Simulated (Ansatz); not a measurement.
BP: response to strain

Consider BP in the zinc blende structure (space group F-43m, No. 216; a = 4.4905 Å). Axes: x, y, z lie along the cube axes.

Strains are applied to the cell and any free atomic positions relax; under biaxial strain the out-of-plane vector relaxes too.

Calculations: LDA (Ansatz, an electronic-structure program, PAW, no spin-orbit coupling).

Notes on the quantities. energy relative to the base: free energy F.

```tsv
biaxial strain, plane normal [001], relaxed out of plane (%)	energy relative to the base (meV/atom)
0	0.0
0.5	0.7
1	2.8
1.5	?
2	11.0
2.5	17.0
3	24.2
```

Fit ΔE = Aε² + Bε³ (ε in %) to the rows shown and predict the withheld row.

Least squares on the printed values gives A = 2.87 and B = -0.060 meV/atom (largest residual 0.0 meV/atom); this predicts 6.3 meV/atom, and the run gives 6.2 meV/atom, in agreement.

Whether these cells are dynamically stable was not tested.
